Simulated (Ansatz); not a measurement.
The parent structure is BaTiO$_{3}$ in the cubic perovskite structure (space group Pm-3m, No. 221; a = 3.970 Å). Axes: x, y, z lie along the cube axes.

Structures relaxed with Ansatz (a program for electronic structure) PBEsol, no SOC.

Base:

Simulated powder pattern, Cu Kα1, λ = 1.54056 Å (kinematic, ideal powder, no thermal factors, no anomalous dispersion; the 10 strongest lines at most, above 2 %, up to 2θ = 90°):

```csv
2θ (°),I/Imax (%),hkl
22.38,19,(100)
31.85,100,(110)
39.28,25,(111)
45.67,35,(200)
51.43,10.0,(210)
56.75,38,(211)
66.57,20,(220)
75.70,16,(310)
80.11,8.2,(311)
84.47,6.7,(222)
```

The change: tensile biaxial strain of 1.50 % in the plane normal to [111], as in epitaxy on a mismatched substrate; the out-of-plane cell vector and the atoms relax.

How do the reflections move or split?


Simulated powder pattern, Cu Kα1, λ = 1.54056 Å (kinematic, ideal powder, no thermal factors, no anomalous dispersion; the 10 strongest lines at most, above 2 %, up to 2θ = 90°):

```csv
2θ (°),I/Imax (%),hkl
22.22,37,(100)
31.37,100,(1 0 -1)
31.87,96,(110)
38.78,38,(1 1 -1)
45.32,68,(200)
55.84,19,(1 1 -2)
56.16,38,(2 1 -1)
57.10,18,(211)
65.46,20,(2 0 -2)
66.61,19,(220)
```

The indices refer to the base's conventional cell; one index is shown for lines that coincide. The space group is now R-3m (No. 166).

Stability against distortions was not tested. The final runs are not spin-polarised. Many cubic perovskites are stable only at high temperature; tilts and polar distortions were not tested. This is not the structure that BaTiO3 has at room temperature and ambient pressure.
